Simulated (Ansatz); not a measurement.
Effect of isotropic strain −1.50 % on ZrSe2

Take ZrSe₂ in the CdI2 type structure (space group P-3m1, No. 164; a = 3.7351 Å, c = 6.0315 Å; layered, stacked along the Cartesian z axis) as the base.

Perturbation: every lattice vector is shortened by 1.50 %, atoms relaxed at fixed cell.

Method: Ansatz (a program for electronic structure) PBE-D3(BJ), no spin-orbit coupling. Γ-centred 14×14×8 mesh, Fermi–Dirac width 0.05 eV.

- Volume per atom: 23.21 Å³ (base 24.29 Å³)
- Space group: P-3m1 (No. 164) (base P-3m1 (No. 164))
- Energy relative to the base (free energy F): +6.3 meV/atom
- Pressure (mean of the normal stresses, compression positive): 2.0 GPa (base 0.0 GPa)
- Band gap: zero (base zero)
- Largest internal atomic displacement: 0.042 Å

Whether these cells are dynamically stable was not tested. All final runs are without spin polarisation. Gaps under 0.05 eV, about the width of the smearing, are given as zero. A zero or small gap of ZrSe2 can be the functional's error rather than a property of the material.
